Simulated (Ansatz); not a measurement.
An Ansatz (a first-principles code) input (r2SCAN (Ansatz, PAW, without spin-orbit coupling)):

Ansatz 0.2 input:
```yaml
crystal:
  lattice:
    - [3.1979008751, 0, 0]
    - [-1.5989504376, 2.7694633967, 0]
    - [0, 0, 5.0473555904]
  atoms:
    - { symbol: Hf, position: [0.6666666667, 0.3333333333, 0.75] }
    - { symbol: Hf, position: [0.3333333333, 0.6666666667, 0.25] }
basis: { ecutwfc: 500, ecutrho_ratio: 4, xc_grid: 4, fft_grid_basis: typed }
kpoints: { mp_grid: { grid: [17, 17, 9] } }
hamiltonian:
  xc: r2scan
  dispersion: none
  pseudopotentials: { kind: paw }
scf: { occupations: { method: fermi_dirac, width: 0.05 }, convergence: { dr2_threshold: 0.0000000002 } }
output: { forces: true, stress: true }
checkpoint: { write: state.ck, write_every: 1000 }
```

Which symmetry and how many k-points will the program report, and about how many plane waves at Γ?

Space group P63/mmc (ITA 194) with 24 operations, k-points 165 of 2601, and 1117 plane waves at Γ.

Stability against distortions was not tested. All final runs are without spin polarisation. The cell is Hf in the hcp (Mg type) structure (space group P6_3/mmc, No. 194).
